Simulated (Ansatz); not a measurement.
# CdTe: Te → Cr

Base system: CdTe in the zinc blende structure (space group F-43m, No. 216; a = 6.618 Å).

Now apply this change: Cr takes the place of Te on all its sites; the structure is relaxed again.

Calculations: PBE (Ansatz, a first-principles code; PAW; 420 eV plane waves; no spin-orbit coupling). Settings: 13×13×13 k-points, 0.05 eV Fermi–Dirac smearing, for the changed cell.

| quantity | base | changed | shift |
|---|---|---|---|
| lattice parameter a | 6.618 Å | 6.367 Å | -0.251 Å |
| shortest interatomic distance | 2.866 Å | 2.757 Å | -0.109 Å |
| band gap | 0.59 eV | zero | – |
| magnetic state | not spin-polarised | ferromagnetic | – |
| largest site moment | 0.00 μB | 4.00 μB | +4.00 μB |

Final structure:

```
CrCd
1.0
    0.00000     3.18372     3.18372
    3.18372     0.00000     3.18372
    3.18372     3.18372     0.00000
Cr Cd
1 1
Direct
  0.75000   0.75000   0.75000
  0.00000   0.00000   0.00000
```

The magnetic state is the one reached from the starting moments; the real material's order can differ, and small cells can't hold many antiferromagnetic ones. Spin-orbit coupling, missing from the scalar runs, can matter with Te. No phonon test of stability was made. As relaxed here, CrCd is a hypothetical phase, not in the database extracts checked.
